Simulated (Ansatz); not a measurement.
The starting structures come from a database of crystals and need not be the phases stable at ambient conditions.

Tunnelling through a barrier is set by its complex band structure: the current falls as exp(−2κd) with the smallest κ.

Data:

```xyz
5
Lattice="3.9127 0.0000 0.0000 0.0000 3.9127 0.0000 0.0000 0.0000 3.7953" Properties=species:S:1:pos:R:3 pbc="T T T"
Sr     0.0000     0.0000     0.0000
Ti     1.9564     1.9564     1.8977
O      1.9564     0.0000     1.8977
O      0.0000     1.9564     1.8977
O      1.9564     1.9564     0.0000
```

The cell is strained (lengths along the current scaled by 0.97, ions clamped); by r2SCAN it stands under a pressure of 5.5 GPa.

Transport runs along the normal of the first two printed cell vectors, the (001) (indices of the unstrained crystal) plane of the conventional cell.

The gap is the functional's own. No spin-orbit coupling. Mid-gap values are those at the computed energy nearest the middle.

Q: State the band gap and the smallest decay constant κ at mid-gap according to r2SCAN (Ansatz, a first-principles code).

A: Gap 2.27 eV on a 8×8×8 mesh; κ = 0.262 1/Å, at the zone centre.
